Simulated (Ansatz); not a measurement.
The parent structure is GaN in the zinc blende structure (space group F-43m, No. 216; a = 4.549 Å).

It is then changed as follows: every lattice vector is stretched by 3.00 %, atoms relaxed at fixed cell.

Calculations: Ansatz (a program for electronic structure) PBE, no SOC.

Base, band edges from the VBM (valence, conduction): X -2.61, 3.35; W -3.50, 6.16; L -0.94, 4.45; Γ 0.00, 1.54; K -2.10, 4.95; U -2.10, 4.95 eV.

Problem. Give the band edges at the high-symmetry points of the new zone, measured from its valence-band maximum.

Solution. 
```csv
point,valence edge (eV),conduction edge (eV)
Γ,0.00,0.98
X,-2.32,3.32
U,-1.87,4.78
K,-1.87,4.78
L,-0.83,3.86
W,-3.11,5.98
```

The gap is 0.98 eV, direct at Γ.

The cells carry an imposed strain or load. Whether these cells are dynamically stable was not tested. This is not the structure that GaN has at room temperature and ambient pressure.
